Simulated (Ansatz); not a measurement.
Start from NiSi2 (space group Fm-3m, No. 225; a = 5.389 Å; not spin-polarised; relaxed with 0.1 eV smearing).

Method: Ansatz (a program for electronic structure) r2SCAN, without spin-orbit coupling, earlier PAW set.

For the base:

- Pressure: 0.0 GPa
- Band gap: zero

Modification: the cell is scaled by 1.0291 in all directions; the atoms relax in the strained cell.

### Question
What does the calculation give for the energy relative to the base after the change?

### Answer
The energy rises by 45 meV/atom.

### Question
Predict the new pressure.

### Answer
The pressure goes from zero to -11.4 GPa.

### Question
How does this affect the band gap?

### Answer
The band gap remains zero.

Stability against distortions was not tested. Seeded moments were not kept for the base. All final runs are without spin polarisation.
